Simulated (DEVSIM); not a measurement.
Device: abrupt Si p-n junction, at 250 K.

| layer (left to right) | material | thickness (μm) | Nd (cm⁻³) | Na (cm⁻³) | τn (s) | τp (s) |
|---|---|---|---|---|---|---|
| 1 | Si | 11.0 | - | 7.4e18 | 1.3e-6 | 1.3e-6 |
| 2 | Si | 1.60 | 2.1e14 | - | 1.3e-6 | 1.3e-6 |

Left contact: ohmic. Right contact: ohmic. Voltage is applied to the left contact. Recombination: SRH at mid-gap. Mobility is μmin + (μ − μmin)/(1 + (N/Nref)^α).

Constants are typed, rounded textbook-type inputs, not results; the design itself was drawn at random and stands for no fabricated device. Values at 300 K; Nc and Nv go as T^1.5, mobilities as T to minus their exponent, the gap by Varshni's rule with the affinity fixed.

```csv
parameter,Si
gap (eV),1.124
affinity (eV),4.05
permittivity,11.7
Nc (cm⁻³),2.86e19
Nv (cm⁻³),3.1e19
μn (cm²/Vs),1417
μp (cm²/Vs),470
"μn,min",52
"μp,min",45
"Nref,n",9.7e16
"Nref,p",2.2e17
αn,0.68
αp,0.72
T exponent of μn,2.3
T exponent of μp,2.2
Varshni α (eV/K),0.000473
Varshni β (K),636
```

Model (solved in DEVSIM): 1D drift-diffusion, Boltzmann statistics, complete ionisation; no tunnelling, impact ionisation, image-force lowering or self-heating.

The temperature was swept, all else fixed.

```csv
temperature (K),dark forward voltage at 100 A/cm² (V),largest field in the device at zero bias (V/cm),potential step across the device at zero bias (V)
250,0.758,130000,0.862
300,0.667,150000,0.781
350,0.573,160000,0.697
400,0.478,170000,0.610
450,…,180000,0.522
500,0.288,190000,0.456
```

Question: What belongs in the gaps?

Answer: 
- 450, dark forward voltage at 100 A/cm² (V): 0.382
